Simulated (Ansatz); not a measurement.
# A computed series for NiSi2: pressure series

Start from NiSi$_{2}$ (space group Fm-3m, No. 225; a = 5.445 Å; non-magnetic).

Cell and atoms are relaxed at each pressure.

The values are results of PBE/PAW in Ansatz (a program for electronic structure), no spin-orbit coupling, not measurements.

Notes on the quantities. enthalpy: H = E + PV relative to the base's energy.

```tsv
variant	enthalpy	lattice parameter a
base	–	10.289 bohr
pressure −2 GPa	-0.17 eV/atom	[?]
pressure −1 GPa	-0.08 eV/atom	[?]
pressure 3 GPa	+0.25 eV/atom	[?]
pressure 7 GPa	+0.57 eV/atom	10.142 bohr
pressure 15 GPa	+1.20 eV/atom	[?]
pressure 30 GPa	+2.33 eV/atom	9.798 bohr
pressure 50 GPa	+3.73 eV/atom	9.592 bohr
pressure 75 GPa	+5.37 eV/atom	9.393 bohr
pressure 100 GPa	+6.93 eV/atom	9.234 bohr
```

What belongs in the blanks?


- pressure −2 GPa, lattice parameter a: 10.337 bohr
- pressure −1 GPa, lattice parameter a: 10.312 bohr
- pressure 3 GPa, lattice parameter a: 10.222 bohr
- pressure 15 GPa, lattice parameter a: 10.004 bohr

Load acts through the strain it causes; cell and atoms are relaxed under it. No phonon test of stability was made. No other phases were tried under pressure. Seeded moments were not kept for the base. The final runs are not spin-polarised.
